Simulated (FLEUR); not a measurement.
A self-consistent single point of Ni₂Ge (P6_3/mmc, 6 atoms in the cell) with FLEUR.

Level of theory: PBEsol, all-electron FLAPW (FLEUR), scalar-relativistic valence.

The change in words: lattice scaled by 0.98. Reference geometry:
```xyz
6
Lattice="3.9798 0.0000 0.0000 -1.9899 3.4466 0.0000 0.0000 0.0000 5.0239" Properties=species:S:1:pos:R:3 pbc="T T T"
Ni     1.9899     1.1489     1.2560
Ni     0.0000     2.2977     3.7679
Ni     0.0000     0.0000     0.0000
Ni     0.0000     0.0000     2.5119
Ge     1.9899     1.1489     3.7679
Ge     0.0000     2.2977     1.2560
```

Reference input (self-consistent single point, DFT, PBEsol, all-electron FLAPW (FLEUR), scalar-relativistic valence): Kmax = 4 1/bohr; GmaxXC = 16 1/bohr; xcFunctional = PBEs; jspins = 1; l_soc = F; mode = gauss; fermiSmearingEnergy = 0.00999582 Htr; mesh (inpgen div1-3) = 9 9 6; inpgen gamma flag = true; Gmax = 16 1/bohr; numbands = 0; maxIterBroyd = 15. This run's input differs from it in these lines:

```diff
@@ -3,5 +3,5 @@
 &input film=f /
-7.5207514057 -0.0000001108 0.0000000000
--3.7603756068 6.5131618283 0.0000000000
-0.0000000000 0.0000000000 9.4937572830
+7.3703369375 -0.0000001508 0.0000000000
+-3.6851683381 6.3828990977 0.0000000000
+0.0000000000 0.0000000000 9.3038813814
 1.0
@@ -48,5 +48,5 @@
          <bravaisMatrix>
-            <row-1>    7.5207514056999996    -0.0000001108000000     0.0000000000000000</row-1>
-            <row-2>   -3.7603756067999998     6.5131618283000003     0.0000000000000000</row-2>
-            <row-3>    0.0000000000000000     0.0000000000000000     9.4937572830000008</row-3>
+            <row-1>    7.3703369375000003    -0.0000001508000000     0.0000000000000000</row-1>
+            <row-2>   -3.6851683381000000     6.3828990977000002     0.0000000000000000</row-2>
+            <row-3>    0.0000000000000000     0.0000000000000000     9.3038813814000001</row-3>
          </bravaisMatrix>
```

Output, abridged:

```
 Iteration:     1   Distance:      16.75240895 me/bohr^3
 Iteration:     2   Distance:      12.45100198 me/bohr^3
 Iteration:     3   Distance:       7.98315415 me/bohr^3
 Iteration:     4   Distance:       5.39957264 me/bohr^3
 Iteration:     5   Distance:       2.89879597 me/bohr^3
   [... 13 lines left out ...]
 Iteration:    19   Distance:       0.00003860 me/bohr^3
 Iteration:    20   Distance:       0.00001248 me/bohr^3
 Iteration:    21   Distance:       0.00001538 me/bohr^3
 Iteration:    22   Distance:       0.00000219 me/bohr^3
 Run finished successfully
 Stop message:
   Structural relaxation: Done

[file out, last iteration]
             iter=     23
[...]
          total density-effective poten   -1.6329368351E+04
          total charge density-energy d   -4.0606270490E+02
 Updated energy parameters for spin:           1
[...]
 fermi energy and band-weighting factors:
   [... 6 lines left out ...]

[...]
FERMIE:
          first approx. to ef    (T=0)  :   0.464786 htr   (energy of the highest occ. eigenvalue)
          number of occ. states  (T=0)  :       2199
          first approx. to seigv (T=0)  : -37.889929 htr
          sum of weights of occ. states :  46.000000
          sum of semicore charge        :   0.000000 e
          fermi energy=   0.46407 har   work function= -12.62804 ev
          number of valence electrons=  92.00000
   [... lines left out ...]
          total moment                 =     0.00000
 Direct bandgap for spin            1 :    1.1234289786678509E-002  Htr
   [... lines left out ...]
 -->  1    0.29508  6.27531  8.07082  0.01171   14.65540
 -->  2    0.24874  6.23863  8.02225  0.01084   14.52259
 -->  3    0.82710  0.88469  9.97400  0.01900   11.70936
          total charge for spin  1=   92.000000
          interst. charge =      10.225310
          mt charge=             14.655401   14.522588   11.709356
          total charge  =   92.000000
               n    l     j    energy       weight
```

The run converged in 22 iterations. FLEUR gives forces in its relaxation mode, with a further iteration, so its stop message speaks of a relaxation. Against the reference run the total energy rises by 20.4 meV/atom.

The starting cell comes from a database of computed structures (which also holds hypothetical and non-ambient phases and stackings), without a prior relaxation at this level. For this run, on top of that: lattice scaled by 0.98. Spin polarisation is off. Values depend on the basis (sphere radii, cutoffs, local orbitals), which need not be converged. The log's line on a gap gives a spacing of levels on this mesh, which the program prints for metals too.

Cost on one core of a shared machine: roughly 4 min.
